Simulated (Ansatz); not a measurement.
The parent structure is ZnSe in the zinc blende structure (space group F-43m, No. 216; a = 5.733 Å).

(Cell as relaxed with PBE.)

Levels (all Ansatz, an electronic-structure program, PAW, earlier PAW set): PBE (420 eV, without spin-orbit coupling); r2SCAN (500 eV, no spin-orbit coupling).

Each level relaxes its own structure.

```
base                      PBE    r2SCAN
-------------------  --------  --------
volume per atom      23.55 Å³  22.74 Å³
lattice parameter a   5.733 Å   5.666 Å
band gap              1.15 eV   1.86 eV
```

It is then changed as follows: every Se is replaced by W; the structure is relaxed again.

```tsv
quantity	PBE	r2SCAN
shortest interatomic distance	2.421 Å	2.397 Å
band gap	zero	zero
```

PBE's shortest interatomic distance lies 0.024 Å above r2SCAN's (1.0 %); the two agree on the band gap. Neither level is exact; r2SCAN is the comparison here, not a measurement.

Stability against distortions was not tested. As relaxed here, ZnW is a hypothetical phase, not in the database extracts checked. All final runs are without spin polarisation.
